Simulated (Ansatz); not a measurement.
# As vacancy + 1 H (zinc-blende BAs host)

Method: PBE, PAW (plane waves to 420 eV; Ansatz, an electronic-structure program). A 2×2×2 supercell of 64 sites was used; the energies come from a 2×2×2 shifted sampling of its zone. Sites at the start: the As site; 1 H on the vacancy's neighbours. These values are not converged in cell size to better than tenths of an eV. Levels are measured in PBE's own, too narrow, gap. Spin–orbit coupling is left out. Each state is the lowest found from its start.

| charge | moment (μB) | largest move off a lattice site (Å) | above the lowest spin state (eV) |
|---|---|---|---|
| +2 | 0.0 | 0.37 | 0.00 |
| +2 | not spin-polarised | 0.37 | 0.00 |
| +1† | fractional | 0.28 | 0.00 |
| 0 | 0 in all, 0.13 on one atom | 0.17 | 0.00 |
| 0 | not spin-polarised | 0.15 | 0.00 |
| −1† | fractional | 0.12 | 0.00 |

† Not settled in this cell, so no level is given: charge +1: fractional moment, a level filled in part; charge −1: fractional moment, a level filled in part.

Starting moments that weren't kept: charge +2 began with 2 μB and ended with 0.0; charge +1 began with 1 μB and ended with 0.5; charge 0 began with 2 μB and ended with 0.0; charge −1 began with 1 μB and ended with 0.5.
